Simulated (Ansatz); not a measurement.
## Al: biaxial strain +2.29 %, plane normal [111], relaxed out of plane

Base system: Al in the fcc (Cu type) structure (space group Fm-3m, No. 225; a = 3.994 Å; relaxed with 0.1 eV smearing). Axes: x, y, z lie along the cube axes.

The change: biaxial strain +2.29 %, plane normal [111], relaxed out of plane (Cartesian); in-plane vectors clamped, the third vector and the atoms free.

Calculations: Kohn–Sham DFT with the r2SCAN functional, run in Ansatz (an electronic-structure program) with PAW and 500 eV plane waves, without spin-orbit coupling. Settings: 28×28×28 k-points, 0.1 eV Fermi–Dirac smearing.

- Space group: R-3m (No. 166) (base Fm-3m (No. 225))
- Shortest interatomic distance: 2.811 Å (base 2.824 Å)
- Energy relative to the base (free energy F): +7.3 meV/atom
- Pressure (mean of the normal stresses, compression positive): -2.1 GPa (base 0.0 GPa)
- Band gap: zero (base zero)
- Out-of-plane strain: -1.87 %
- Ratio −ε⊥/ε∥: 0.81
- Mean in-plane stress (compression positive): -3.1 GPa

Final structure (turned so that z lies along the plane normal):

```
CELL_PARAMETERS angstrom
      2.88861     0.00000     0.00000
      1.44430     2.50161     0.00000
      1.44430    -0.83387     2.26272
ATOMIC_POSITIONS crystal
  Al 0.00000 0.00000 0.00000
```

Cost of the whole job for the changed cell (relaxation, final SCF and bands): about 2.1 core-minutes (a rough figure).

No phonon test of stability was made.
